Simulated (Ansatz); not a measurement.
ZrAl3 (I4/mmm, No. 139) was calculated with PBEsol in Ansatz (PAW).

Run with plane-wave cutoff 520 eV, 20×20×20 k mesh, Fermi–Dirac smearing 0.05 eV, scalar-relativistic PAW data made under PBE.

Computed at the level's own relaxed cell.

Task: Predict the bulk modulus, volume per atom and lattice parameter a.

Result: 
- bulk modulus: 108 GPa
- volume per atom: 17.05 Å³/atom
- lattice parameter a: 3.986 Å

The run finds no gap.

Note: the bulk modulus comes from volumes at which shape and atoms were relaxed.

The computed numbers hold no vibrational or temperature effects.

Ansatz is a program for electronic structure.
